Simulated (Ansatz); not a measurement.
Consider TiO2 in the anatase structure (space group I4_1/amd, No. 141; a = 3.770 Å, c = 9.552 Å). Axes: x, y, z lie along a, b, c of the conventional cell.

Structures relaxed with PBEsol in Ansatz (plane waves to 420 eV, PAW, scalar-relativistic without spin-orbit coupling).

Base:

Simulated powder pattern, Co Kα, λ = 1.79026 Å (kinematic, ideal powder, no thermal factors, no anomalous dispersion; the 10 strongest lines at most, above 2 %, up to 2θ = 90°):

```json
[
 {"2θ (°)": "29.58", "I/Imax (%)": "100", "hkl": "(101)"},
 {"2θ (°)": "43.18", "I/Imax (%)": "6.0", "hkl": "(103)"},
 {"2θ (°)": "44.03", "I/Imax (%)": "20", "hkl": "(004)"},
 {"2θ (°)": "45.23", "I/Imax (%)": "6.9", "hkl": "(112)"},
 {"2θ (°)": "56.71", "I/Imax (%)": "28", "hkl": "(200)"},
 {"2θ (°)": "63.38", "I/Imax (%)": "19", "hkl": "(105)"},
 {"2θ (°)": "65.25", "I/Imax (%)": "18", "hkl": "(211)"},
 {"2θ (°)": "74.46", "I/Imax (%)": "14", "hkl": "(204)"},
 {"2θ (°)": "81.83", "I/Imax (%)": "6.9", "hkl": "(116)"},
 {"2θ (°)": "84.38", "I/Imax (%)": "7.6", "hkl": "(220)"}
]
```

Modification: compressive biaxial strain of 3.66 % in the plane normal to [001], as in epitaxy on a mismatched substrate; the out-of-plane cell vector and the atoms relax.

After the change:

Simulated powder pattern, Co Kα, λ = 1.79026 Å (kinematic, ideal powder, no thermal factors, no anomalous dispersion; the 10 strongest lines at most, above 2 %, up to 2θ = 90°):

```
2θ (°)  d (Å)  I/Imax (%)    hkl
------  -----  ----------  -----
30.35   3.420         100  (101)
41.30   2.538          21  (004)
45.99   2.292         8.0  (112)
59.07   1.816          25  (200)
60.67   1.772          22  (105)
67.85   1.604          17  (211)
74.62   1.477          12  (204)
78.62   1.413          10  (116)
88.39   1.284         6.8  (220)
89.78   1.268          13  (215)
```

The indices refer to the base's conventional cell; one index is shown for lines that coincide.

Whether these cells are dynamically stable was not tested. The final runs are not spin-polarised.

Ansatz is a quantum-chemistry and plane-wave program.
